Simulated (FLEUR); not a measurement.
Worked example: self-consistent single point of Al (Fm-3m, 1 atom in the cell) in FLEUR

Method: PBE, all-electron FLAPW (FLEUR), scalar-relativistic valence in FLEUR.

Input:

Input of the input generator:

```
scf Al
&input film=f /
-0.0000000000 3.7208291654 3.7208291654
3.7208291654 -0.0000000000 3.7208291654
3.7208291654 3.7208291654 -0.0000000000
1.0
1.0 1.0 1.0

1
13 0.0000000000 0.0000000000 0.0000000000

&comp jspins=1 /
&kpt div1=14 div2=14 div3=14 gamma=t /
&end /
```

```xml
<?xml version="1.0" encoding="UTF-8" standalone="no"?>
<fleurInput fleurInputVersion="0.39">
   <comment>
      scf Al                                                                                              
   </comment>
   <calculationSetup>
      <cutoffs Kmax="4.1" Gmax="14.3" GmaxXC="14.3" numbands="0"/>
      <scfLoop itmax="80" minDistance="0.00001" maxIterBroyd="25" imix="Anderson" alpha="0.05" precondParam="0.0" spinf="2.0"/>
      <coreElectrons ctail="T" frcor="F" kcrel="0" coretail_lmax="0"/>
      <xcFunctional name="pbe" relativisticCorrections="F"/>
      <magnetism jspins="1"/>
      <soc l_soc="F" theta="0.0" phi="0.0" spav="F"/>
      <expertModes spex="0" secvar="F"/>
      <geometryOptimization l_f="T" forcealpha="1.0" forcemix="BFGS" epsdisp="0.00001" epsforce="0.00001"/>
      <ldaU l_linMix="F" mixParam="0.05" spinf="1.0"/>
   </calculationSetup>
   <cell>
      <bzIntegration valenceElectrons="3.0" mode="hist" fermiSmearingEnergy="0.00499791">
         <kPointListSelection listName="default-1"/>
         <!-- k-points included here -->
         <xi:include xmlns:xi="http://www.w3.org/2001/XInclude" href="kpts.xml"> </xi:include>
      </bzIntegration>
      <!-- symmetry operations included here -->
      <xi:include xmlns:xi="http://www.w3.org/2001/XInclude" href="sym.xml"> </xi:include>
      <bulkLattice scale="1.0">
         <bravaisMatrix>
            <row-1>    0.0000000000000000     3.7208291654000001     3.7208291654000001</row-1>
            <row-2>    3.7208291654000001     0.0000000000000000     3.7208291654000001</row-2>
            <row-3>    3.7208291654000001     3.7208291654000001     0.0000000000000000</row-3>
         </bravaisMatrix>
      </bulkLattice>
   </cell>
   <atomSpecies>
      <species name="Aluminum (Al)" element="Al" atomicNumber="13">
         <mtSphere radius="2.46" gridPoints="849" logIncrement="0.014"/>
         <atomicCutoffs lmax="10" lnonsphr="8"/>
         <electronConfig flipSpins="F">
            <coreConfig>(1s1/2) (2s1/2) (2p1/2) (2p3/2)</coreConfig>
            <valenceConfig>(3s1/2) (3p1/2) (3p3/2)</valenceConfig>
            <stateOccupation state="(3p1/2)" spinUp="0.1666666666667" spinDown="0.1666666666667"/>
            <stateOccupation state="(3p3/2)" spinUp="0.3333333333333" spinDown="0.3333333333333"/>
         </electronConfig>
         <energyParameters s="3" p="3" d="3" f="4"/>
      </species>
   </atomSpecies>
   <atomGroups>
      <atomGroup species="Aluminum (Al)">
         <relPos label="                   1">.0000000000 .0000000000 .0000000000</relPos>
         <force calculate="T" relaxXYZ="TTT"/>
      </atomGroup>
   </atomGroups>
   <output dos="F" band="F" slice="F">
      <checks vchk="F" cdinf="F"/>
      <bandDOS minEnergy="-.5*Htr" maxEnergy="0.5*Htr" sigma="0.015" storeEVData="T"/>
      <vacuumDOS vacdos="F" integ="F" star="F" nstars="0" locx1="0.0" locy1="0.0" locx2="0.0" locy2="0.0" nstm="0" tworkf="0.0"/>
      <unfoldingBand unfoldBand="F" supercellX="1" supercellY="1" supercellZ="1"/>
      <plotting iplot="0" polar="F">
         <plot TwoD="T" vec1="  1.0  0.0  0.0" vec2="  0.0  1.0  0.0" vec3="  0.0  0.0  1.0" zero="  0.0  0.0  0.0" file="plot"/>
      </plotting>
      <chargeDensitySlicing numkpt="0" minEigenval="0.0" maxEigenval="0.0" nnne="0" pallst="F"/>
      <specialOutput eonly="F"/>
      <magneticCircularDichroism mcd="F" energyLo="-10.0" energyUp="0.0"/>
   </output>
  <!-- We include the file relax.xml here to enable relaxations (see documentation) -->
  <xi:include xmlns:xi="http://www.w3.org/2001/XInclude" href="relax.xml"> <xi:fallback/> </xi:include>
</fleurInput>
```

The program printed (abridged):

```
      Welcome to FLEUR        (www.flapw.de)
      MaX-Release 8.1          (www.max-centre.eu)

 ========== k-point set info ==========
 Selected k-point list: default-1
 k-point list type: mesh
 14 x 14 x 14
 Number of k points: 104

 ------------Calculation Setup---------------------------
           1           2           4           8          13          26          52         104
 Number of basis functions:          128
 Iteration:     1   Distance:       4.11851804 me/bohr^3
 Iteration:     2   Distance:       3.89810160 me/bohr^3
 Iteration:     3   Distance:       1.11981980 me/bohr^3
 Iteration:     4   Distance:       0.20588710 me/bohr^3
 Iteration:     5   Distance:       0.10354076 me/bohr^3
 Iteration:     6   Distance:       0.00608304 me/bohr^3
 Iteration:     7   Distance:       0.00600084 me/bohr^3
 Iteration:     8   Distance:       0.00015584 me/bohr^3
 Iteration:     9   Distance:       0.00006530 me/bohr^3
 Iteration:    10   Distance:       0.00000355 me/bohr^3

 Run finished successfully
 Stop message:
   Structural relaxation: Done

[file out, last iteration]
             iter=     11
          p o t e n t i a l   g e n e r a t o r
[...]
          integral of pseudo charge density inside the slab=        0.000000   0.000000
     coulomb potential in the interstitial region:
          density-coulomb potential integrals
          total density-coulomb potenti     -348.2804291623
          density-effective potential integrals for spin  1
          total density-effective poten   -3.7236878455E+02
          charge density-energy density integrals
          total charge density-energy d   -1.8661421640E+01
 Updated energy parameters for spin:           1
  Atom    1 3s branch from -3.48 to  1.01 htr. ; e_l =  0.0920
  Atom    1 3p branch from -2.06 to  1.42 htr. ; e_l =  0.2494
  Atom    1 3d branch from -9.99 to  1.78 htr. ; e_l =  0.4283
  Atom    1 4f branch from -9.99 to  3.39 htr. ; e_l =  0.5964
[...]
 fermi energy and band-weighting factors:
at   0.00000   0.00000   0.00000   k-weight:    0.000364
    5 eigenvalues :
   -0.113601    0.795551    0.795551    0.795551    0.875682
   [... 2 blocks of this kind left out ...]

[...]
FERMIE:
          first approx. to ef    (T=0)  :   0.315527 htr   (energy of the highest occ. eigenvalue)
          number of occ. states  (T=0)  :        153
          first approx. to seigv (T=0)  :   0.439531 htr
          sum of weights of occ. states :   1.506924
          sum of semicore charge        :   0.000000 e
FERHIS:  Fermi-Energy by histogram:
          bandgap                     :   0.000722 htr
          charge neutrality (T=0)     :   0.013848    (zero if the highest occ. eigenvalue is "entirely" occupied)
     EF_NEWTON:  Adjust Fermi-Energy by Newton-Method.
               Number of iterations needed  :   4
               The error in the weight is   : -0.83267E-16
               The error in ef is           :  0.14659E-16 htr
     -->  new fermi energy            :   0.315189 htr
          valence charge              :   3.000000 e
          actual charge blw ef-8kt    :   2.614431 e
          actual charge blw ef+8kt    :   3.000000 e
          number of occ. states       :       173
          sum of the valence weights  :    1.500000
          entropy         :   0.186110 *kb htr/K =   0.00000 htr/K
          sum of val. single particle energies:         0.4356140897 htr
 Direct bandgap for spin            1 :    2.6113832635544509E-002  Htr
 at k-point           99  with k-vector   0.14285714285714285       0.42857142857142855       0.64285714285714290
          valence density: spin= 1
[...]
     l-like charge
     atom     s        p        d        f        total
 -->  1    0.77843  0.85793  0.18988  0.01239    1.83963
          total charge for spin  1=    3.000000
          interst. charge =       1.160375
          mt charge=              1.839625
          total charge  =    3.000000
          z= 13.     r(1)=  0.171787E-04     dx= 0.014000     m.t.index= 849
               n    l     j    energy       weight
               1.   0.   0.5  -55.0309      2.0000
               2.   0.   0.5   -3.4817      2.0000
               2.   1.   0.5   -2.0763      2.0000
               2.   1.   1.5   -2.0601      4.0000
          atom type    1  (spin 1)
          kinetic energy=  0.240288421730E+03     sum of the eigenvalues= -0.129418136095E+03
          0.00188745  electrons lost from core.
          total charge for spin  1=   13.000000
          interst. charge =       1.162182
          mt charge=             11.837818
          total charge  =   13.000000
          zc=    13.000000     qfix=    1.000000
     t o t a l  e n e r g y
          sum of eigenvalues =              -128.9825220051
          density-coulomb potential int     -348.2804291623
          density-effective potential i     -372.3687845454
          charge density-ex.-corr.energ      -18.6614216403
          el.-nucl. inter. diff. m.t.        288.6265712051
          Madelung term for atom type:        -4.7787469185
 ---->    total energy=                     -242.8206918048 htr
 ---->    (input%tkb*entropy) TS=              0.0009301602 htr
 ---->    free energy=                      -242.8216219650 htr
      extrapolation for T->0
 ---->    total electron energy=            -242.8211568849 htr
 ***** TOTAL FORCES ON ATOMS *****
 TOTAL FORCE FOR ATOM TYPE=  1  X=  0.000   Y=  0.000   Z=  0.000
                       FX_TOT= 0.000000 FY_TOT= 0.000000 FZ_TOT= 0.000000
 Structural relaxation: Done
```

The run converged in 10 iterations. FLEUR gives forces in its relaxation mode, with a further iteration, so its stop message speaks of a relaxation.

The starting cell comes from a database of computed structures (which also holds hypothetical and non-ambient phases and stackings), without a prior relaxation at this level. Its lattice was rescaled by a random factor within 2.5 % of one. Values depend on the basis (sphere radii, cutoffs, local orbitals), which need not be converged. The log's line on a gap gives a spacing of levels on this mesh, which the program prints for metals too.
